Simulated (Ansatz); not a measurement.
A computed series for LiNbO3: response to strain

Take LiNbO₃ (space group R3c, No. 161) as the base.

```
CELL_PARAMETERS angstrom
      2.56838     1.48285     4.62904
     -2.56838     1.48285     4.62904
      0.00000    -2.96571     4.62904
ATOMIC_POSITIONS crystal
  Li 0.70208 0.70208 0.70208
  Li 0.20208 0.20208 0.20208
  Nb 0.98410 0.98410 0.98410
  Nb 0.48410 0.48410 0.48410
  O  0.62226 0.87652 0.26475
  O  0.87652 0.26475 0.62226
  O  0.26475 0.62226 0.87652
  O  0.76475 0.37652 0.12226
  O  0.37652 0.12226 0.76475
  O  0.12226 0.76475 0.37652
```

Cartesian axes are those of the cell as printed.

Strains are applied to the cell and any free atomic positions relax.

Method: DFT with r2SCAN, PAW potentials and a 500 eV plane-wave cutoff in Ansatz (a program for electronic structure), spin-orbit coupling left out, earlier PAW set.

Notes on the quantities. pressure: mean of the normal stresses, compression positive; energy relative to the base: free energy F.

| case | pressure | volume per atom | energy relative to the base |
|---|---|---|---|
| base | 0.00 GPa | 10.58 Å³ | 0 meV/atom |
| isotropic strain +1.02 % | -3.26 GPa | 10.90 Å³ | +3.4 meV/atom |
| uniaxial strain ε_yy = −4.19 % | 5.45 GPa | 10.13 Å³ | +13 meV/atom |
| uniaxial strain ε_yy = +5.37 % | -4.71 GPa | 11.15 Å³ | +17 meV/atom |
| uniaxial strain ε_zz = +0.31 % | -0.38 GPa | 10.61 Å³ | +0.1 meV/atom |

Whether these cells are dynamically stable was not tested.
